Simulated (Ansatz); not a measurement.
A user runs Ansatz (a quantum-chemistry and plane-wave program) on NaVS2 (Pna2_1, 16 atoms in the cell) and asks whether the run is sound. The aim is a self-consistent single point with DFT, PBEsol, plane waves, default PAW files made with PBE.

Cell that was meant: a = 6.9400 Å, b = 8.1959 Å, c = 6.6092 Å, α = 90.00°, β = 90.00°, γ = 90.00°.

Part of the input:

Ansatz 0.2 input:
```yaml
    - { symbol: Na, position: [0.917000, 0.375000, 0.500000] }
    - { symbol: Na, position: [0.583000, 0.875000, 0.000000] }
    - { symbol: Na, position: [0.417000, 0.125000, 0.500000] }
    - { symbol: V, position: [0.078000, 0.125000, 0.000000] }
    - { symbol: V, position: [0.922000, 0.875000, 0.500000] }
    - { symbol: V, position: [0.578000, 0.375000, 0.000000] }
    - { symbol: V, position: [0.422000, 0.625000, 0.500000] }
    - { symbol: S, position: [0.068000, 0.112000, 0.365000] }
    - { symbol: S, position: [0.932000, 0.888000, 0.865000] }
    - { symbol: S, position: [0.568000, 0.388000, 0.365000] }
[...]
hamiltonian:
  xc: pbesol
  pseudopotentials: { kind: paw }
scf:
  occupations: { method: cold, width: 0.1 }
output:
  forces: true
```

Log, with long lists cut:

```
WARN basis.ecutwfc = 420 eV, the default
WARN ansatz: RAYON_NUM_THREADS=1 ignored (pool sized by the plan → 1); use --threads N
   [... lines left out ...]
PAW frozen core: S, regenerated for the run's functional, and the local potential with it
Initial density: superposition of atomic densities (neutral atoms: chi_scale 0, normalization atom), corrected by the library's trained network
Initial wavefunctions: pseudopotential atomic-orbital guess
Eigensolver: davidson
Functional: x = pbesol(κ = 0.804, μ = 0.12345679012345678), c = pbesol(β = 0.046)
SCF iter   1: F=—  HF=-24533.781597 eV  |F-HF|=—  |Δ(HF+E_count)|=         —  Δρ=8.87e-3  dr2=1.61e-1  ethr=1.77e-3  ⟨swp⟩=6.1  Hψ=2426  notcnv=0
all-band conjugate gradients solve this SCF's bands
preconditioner: auto → LDOS
SCF iter   2: F=—  HF=-24533.768807 eV  |F-HF|=—  |Δ(HF+E_count)|=   1.28e-2  S|Δr|=    0.00e0  Δρ=6.58e-3  dr2=8.63e-2  ethr=1.19e-4  ⟨swp⟩=2.2  Hψ=1407  notcnv=0  defer=44
   [... lines left out ...]
SCF iter   8: F=—  HF=-24533.746133 eV  |F-HF|=—  |Δ(HF+E_count)|=   2.56e-4  S|Δr|=    0.00e0  Δρ=5.37e-5  dr2=7.70e-6  ethr=2.75e-8  ⟨swp⟩=1.4  Hψ=675  notcnv=0  defer=44
SCF iter   9: F=—  HF=-24533.746135 eV  |F-HF|=—  |Δ(HF+E_count)|=   1.56e-6  S|Δr|=    0.00e0  Δρ=1.18e-5  dr2=3.71e-7  ethr=5.66e-9  ⟨swp⟩=2.0  Hψ=797  notcnv=0  defer=44
SCF iter  10: F=-24533.746135 eV  HF=-24533.746135 eV  |F-HF|=1.63e-8  |Δ(HF+E_count)|=   2.06e-7  S|Δr|=    0.00e0  Δρ=3.34e-6  dr2=2.83e-8  ethr=7.35e-11  ⟨swp⟩=8.9  Hψ=2479  notcnv=0
SCF 1 converged in 10 iterations: F = -24533.746135 eV  dr2 = 2.83e-8
Stability not checked (fill_not_monotonic)
Free energy (F): -24533.746135 eV
Internal energy: -24533.752058 eV  (E = F + TS)
E sigma→0 (E₀):  -24533.748109 eV
Entropy (-TS):   0.005923 eV (0.370 meV/atom)
Fermi energy:    5.226289 eV
--- Forces (eV/Å), atoms counted from 1 ---
  atom   1  Na     0.01328785    -0.09259909     0.03761479
  atom   2  Na    -0.01328785     0.09259909     0.03761479
  atom   3  Na     0.01328785     0.09259909     0.03761479
   [... lines left out ...]
  atom  16  S     -0.85849506     1.34525639     1.03529860
--- Stress (GPa, compression-positive) ---
       -5.109520       0.000000      -0.000000
        0.000000      -4.385640       0.000000
       -0.000000       0.000000      -6.160176
  P = ⅓ Tr σ = -5.2184 GPa (-52.184 kbar)
  The stress holds the Pulay correction. Without it, at fixed plane waves, as pw.x and ABINIT print it: P = -5.2278 GPa
```

Question: Can these results be used? Check the input.

Answer: The run is not sound. The fault is no spin polarisation for a cell with magnetic atoms. A run without spin cannot form moments, so any exchange energy of the magnetic state is missed. To fix it, switch spin polarisation on and give starting moments. The run converged in 10 iterations without an error; against the sound input the free energy rises by 140 meV/atom, the pressure goes from -3.26 to -5.22 GPa, the largest force goes from 1.796 to 2.125 eV/Å and the net moment of 0.50 μB/atom is absent without spin.

An input that runs soundly differs in these lines (not the only fix; some lines may just follow from the change or write a value another way):
```diff
-    - { symbol: V, position: [0.078000, 0.125000, 0.000000] }
-    - { symbol: V, position: [0.922000, 0.875000, 0.500000] }
-    - { symbol: V, position: [0.578000, 0.375000, 0.000000] }
-    - { symbol: V, position: [0.422000, 0.625000, 0.500000] }
+    - { symbol: V, position: [0.078000, 0.125000, 0.000000], spin: 2.0 }
+    - { symbol: V, position: [0.922000, 0.875000, 0.500000], spin: 2.0 }
+    - { symbol: V, position: [0.578000, 0.375000, 0.000000], spin: 2.0 }
+    - { symbol: V, position: [0.422000, 0.625000, 0.500000], spin: 2.0 }
+magnetization:
+  spin_polarized: true
```

With that input, the run converged in 15 iterations: free energy E − TS (on the zero of these files) -24535.9800 eV; Fermi level (on the code's own zero) 5.02 eV; pressure -3.26 GPa; largest force (vector length) 1.796 eV/Å; size of the cell's spin moment 8.00 μB (DFT, PBEsol, plane waves, default PAW files made with PBE).

On the sound input: the starting cell was generated: these elements placed on a structure prototype, without a prior relaxation; it need not be a known phase or ordering of this composition. The magnetic order is the one reached from the typed start; others were not searched systematically. With a pressure of about -3 GPa the cell is away from its equilibrium volume at this level. Forces in this geometry exceed 1 eV/Å. Ansatz's pressure includes its estimate of the finite-basis (Pulay) stress. Without a gap this mesh is coarse (it stands for a supercell whose shortest vector is 16 Å).
